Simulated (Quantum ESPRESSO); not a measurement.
Input and output of a self-consistent single point for NbH (P1, 4 atoms in the cell) (Quantum ESPRESSO).

Level of theory: LDA (PZ), GBRV 1.5 ultrasoft (LDA) pseudopotentials (plane waves; Quantum ESPRESSO 7.5).

The change in words: atoms moved at random. Reference geometry:
```
CELL_PARAMETERS angstrom
      1.85422     2.40469     0.00000
     -1.85422     2.40469     0.00000
      0.00000     0.00000     4.82729
ATOMIC_POSITIONS crystal
  Nb 0.25000 0.25000 0.73116
  Nb 0.75000 0.75000 0.26884
  H  0.75000 0.25000 0.00000
  H  0.25000 0.75000 0.00000
```

Reference input (self-consistent single point, DFT, LDA (PZ), plane waves, GBRV 1.5 ultrasoft (LDA) pseudopotentials): ecutwfc = 40 Ry; ecutrho = 320 Ry; occupations = smearing; smearing = gaussian; degauss = 0.0099958 Ry; potentials = {Nb: nb_lda_v1.uspp.F.UPF, H: h_lda_v1.4.uspp.F.UPF}; K_POINTS = automatic 11 11 7 0 0 0; conv_thr = 1e-10 Ry. This run's input differs from it in these lines:

```diff
@@ -9,6 +9,3 @@
 &system
- ibrav = 9
- A = 3.708446000
- B = 4.809374000
- C = 4.827290000
+ ibrav = 0
  nat = 4
@@ -28,8 +25,12 @@
 ATOMIC_POSITIONS angstrom
-Nb   -1.854223000   -1.202343500   -1.297768644
-Nb   -1.854223000    1.202343500   -3.529521356
-H    -0.927111500    0.000000000    0.000000000
-H    -2.781334500    0.000000000    0.000000000
+Nb    1.854358358   -1.225147147    1.289716724
+Nb    1.791210940    1.228287668    3.561169070
+H     0.995100295   -0.032754242   -0.000579275
+H     2.776224261    0.029616125   -0.023021346
 K_POINTS automatic
 11 11 7  0 0 0
+CELL_PARAMETERS angstrom
+   1.854223000    -2.404687000     0.000000000
+   1.854223000     2.404687000     0.000000000
+   0.000000000     0.000000000     4.827290000
```

Output, abridged:

```
     Self-consistent Calculation

     iteration #  1     ecut=    40.00 Ry     beta= 0.70

     total energy              =    -238.43074307 Ry
     estimated scf accuracy    <       0.38090622 Ry

     iteration #  2     ecut=    40.00 Ry     beta= 0.70

     total energy              =    -238.51595079 Ry
     estimated scf accuracy    <       0.07085054 Ry

     iteration #  3     ecut=    40.00 Ry     beta= 0.70

     total energy              =    -238.52771287 Ry
     estimated scf accuracy    <       0.03857427 Ry

   [... 8 blocks of this kind left out ...]

     iteration # 12     ecut=    40.00 Ry     beta= 0.70

     total energy              =    -238.53732175 Ry
     estimated scf accuracy    <          2.1E-09 Ry

     iteration # 13     ecut=    40.00 Ry     beta= 0.70
     End of self-consistent calculation

     Number of k-points >= 100: set verbosity='high' to print the bands.

     the Fermi energy is    15.6703 ev

!    total energy              =    -238.53732175 Ry
     estimated scf accuracy    <          3.8E-11 Ry
     smearing contrib. (-TS)   =      -0.00072067 Ry
     internal energy E=F+TS    =    -238.53660108 Ry

     convergence has been achieved in  13 iterations

     Forces acting on atoms (cartesian axes, Ry/au):

     atom    1 type  1   force =     0.00345792    0.00568213    0.00998693
     atom    2 type  1   force =     0.01819510   -0.00788586   -0.01852713
     atom    3 type  2   force =    -0.01769400    0.00394586    0.00182079
     atom    4 type  2   force =    -0.00395902   -0.00174213    0.00671941

     Total force =     0.035725     Total SCF correction =     0.000003

          total   stress  (Ry/bohr**3)                   (kbar)     P=     -120.48
  -0.00085206  -0.00002047   0.00002732         -125.34       -3.01        4.02
  -0.00002047  -0.00077778  -0.00002519           -3.01     -114.42       -3.71
   0.00002732  -0.00002519  -0.00082718            4.02       -3.71     -121.68

   JOB DONE.
```

The run converged in 13 iterations. Against the reference run the free energy goes up by 11.6 meV/atom, the pressure goes from -12.44 to -12.05 GPa and the largest force goes from 0.047 to 0.698 eV/Å. The full log also holds: “c_bands:  1 eigenvalues not converged”.

The starting cell comes from a database of computed structures (which also holds hypothetical and non-ambient phases and stackings), without a prior relaxation at this level. Its lattice was rescaled by a random factor within 2.5 % of one. For this run, on top of that: atoms moved at random. Spin polarisation is off. With a pressure of about -12 GPa the cell is away from its equilibrium volume at this level.

Cost on one core of a shared machine: roughly 2 min.
